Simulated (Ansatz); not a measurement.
Base system: CsHS (space group I4/m, No. 87; a cell from a computed database, its experimental status unchecked).

```
CELL_PARAMETERS angstrom
     -4.20091     4.20091     4.64983
      4.20091    -4.20091     4.64983
      4.20091     4.20091    -4.64983
ATOMIC_POSITIONS crystal
  Cs 0.25000 0.75000 0.50000
  Cs 0.75000 0.25000 0.50000
  Cs 0.26991 0.26991 0.00000
  Cs 0.73009 0.73009 0.00000
  H  0.08872 0.23852 0.32723
  H  0.91128 0.76148 0.67277
  H  0.23852 0.91128 0.14980
  H  0.76148 0.08872 0.85020
  S  0.23641 0.74880 0.98521
  S  0.76359 0.25120 0.01479
  S  0.74880 0.76359 0.51240
  S  0.25120 0.23641 0.48760
```

Cartesian axes are those of the cell as printed.

Level of theory: DFT with PBE, PAW potentials and a 420 eV plane-wave cutoff in Ansatz (an electronic-structure program), scalar-relativistic without spin-orbit coupling.

Now apply this change: every lattice vector is shortened by 2.03 %; the atoms relax in the strained cell.

Q: Predict the stress tensor and what it implies for the stiffness.

A: Stress of the strained cell less that of the base (GPa, compression positive):
```
   0.85    0.00    0.00
   0.00    0.85    0.00
   0.00    0.00    0.98
```

Then B = −ΔP/(ΔV/V₀) with ΔV/V₀ = -0.0597 gives secant stiffness values (nonlinear terms included at this strain): B (at held cell shape, above the free-shape value) ≈ 15 GPa.

As a check, the harmonic strain energy −½ V₀ Δσ:ε is 4.6 meV/atom; the computed energy rise is 4.3 meV/atom.

No phonon test of stability was made.
